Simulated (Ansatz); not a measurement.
The reference is an 8-atom supercell of InAs in the zinc blende structure (space group F-43m, No. 216; a = 6.108 Å) at its relaxed geometry.

The values are results of r2SCAN in Ansatz (plane waves to 500 eV, PAW, no SOC), earlier PAW set, not measurements.

For the base:

```
Item        Value
--------  -------
Pressure  0.0 GPa
```

One thing is altered: one As atom is added in an open site, starting 2.49 Å from the nearest host atom, atoms relaxed at fixed cell, starting from a slightly rattled geometry.

### Question
What does the calculation give for the final site of the added atom after the change?

### Answer
The final site of the added atom is 1 As at 2.45 Å and 3 In at 2.54–2.84 Å.

### Question
Predict the new pressure.

### Answer
The pressure goes from zero to 5.2 GPa.

### Question
What does the calculation give for the largest displacement of a host atom from its site in the perfect cell after the change?

### Answer
The largest displacement of a host atom from its site in the perfect cell amounts to 1.49 Å.

The cell is small, so the values are those of an ordered compound at a high defect concentration; dilute-limit values will differ. A case with no gap was solved on a k-mesh chosen for an insulator, which is coarse for it. The final runs are not spin-polarised. The defect cell is not spin-polarised.

Ansatz is a first-principles code.
